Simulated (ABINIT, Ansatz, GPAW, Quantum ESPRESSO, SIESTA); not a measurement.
Code comparison for PtAl2 (Fm-3m, 3 atoms in the cell)

Self-consistent single point.

```
CELL_PARAMETERS angstrom
      0.00000     2.90004     2.90004
      2.90004     0.00000     2.90004
      2.90004     2.90004     0.00000
ATOMIC_POSITIONS crystal
  Al 0.25000 0.25000 0.25000
  Al 0.75000 0.75000 0.75000
  Pt 0.00000 0.00000 0.00000
```

Shared settings, as Ansatz (an electronic-structure program) writes them: kpoints.mp_grid.grid = 13 13 13; scf.occupations.method = fermi_dirac; scf.occupations.width = 0.0073 Ry. Potentials and cutoffs stand in the table.

| code | model | pressure (GPa) | cutoff |
|---|---|---|---|
| ABINIT | LDA (PW92), norm-conserving pseudopotentials (PseudoDojo nc-sr-04 LDA standard) | 3.76 | 42 Ha |
| Quantum ESPRESSO | LDA (PZ), PSlibrary PAW (LDA) pseudopotentials | 4.28 | 45 Ry |
| GPAW | LDA (Perdew-Wang 92), GPAW PAW datasets LDA (gpaw-data 1.0.1) | 4.67 | 550 eV |
| SIESTA | LDA PW92, numerical atomic orbitals TZP, PseudoDojo LDA standard norm-conserving potentials (rewritten from UPF to PSML) | 4.02 | grid 400 Ry |
| Ansatz | LDA (PW92), default PAW files made with PBE | 4.19 | default |

On Ansatz's run: spin-orbit coupling is off. Spin polarisation is off.

The spread over the programs that give each value: pressure within 0.91 GPa.

SIESTA uses small atom-centred bases, whose incompleteness enters pressures, forces and empty levels differently from a plane-wave cutoff. Ansatz's pressure is given at a fixed set of plane waves, as the other plane-wave codes print theirs; with its correction for the finite basis it is 4.25 GPa. The same LDA comes in different parametrisations, which differ slightly.

The starting cell has typed, rounded lattice constants, without a prior relaxation at this level. Its lattice was rescaled by a random factor within 2.5 % of one.

Left out of this page: Elk and FLEUR (not drawn, or without a comparable value).

Keys are those of Ansatz 0.2.
